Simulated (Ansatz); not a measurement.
The starting structures come from a database of crystals and need not be the phases stable at ambient conditions.

Input:

```yaml
crystal:
  lattice:
    - [5.54135, 0.00000, 0.00000]
    - [0.00000, 8.76508, 0.00000]
    - [0.00000, 4.38254, 2.53026]
  atoms:
    - { symbol: Si, position: [0.66667, 0.00000, 0.50000] }
    - { symbol: Si, position: [0.00000, 0.50000, 0.50000] }
    - { symbol: Si, position: [0.33333, 0.50000, 0.00000] }
    - { symbol: O, position: [0.16667, 0.41721, 0.37418] }
    - { symbol: O, position: [0.50000, 0.20860, 0.37418] }
    - { symbol: O, position: [0.83333, 0.79139, 0.00000] }
    - { symbol: O, position: [0.16667, 0.58279, 0.62582] }
    - { symbol: O, position: [0.50000, 0.79139, 0.62582] }
    - { symbol: O, position: [0.83333, 0.20861, 0.00000] }
```

Space group of this cell: P6_422. The cell is taken as given.

Transport runs along the normal of the first two printed cell vectors, the (110) plane of the conventional cell.

The gap is the functional's own, uncorrected, and κ follows it; spin-orbit coupling is left out. Mid-gap values are interpolated between the computed energies.

State the band gap and the smallest decay constant κ at mid-gap according to Ansatz (a quantum-chemistry and plane-wave program) with r2SCAN.

Gap 6.30 eV on a 6×12×12 mesh; κ = 0.515 1/Å, at the zone centre.
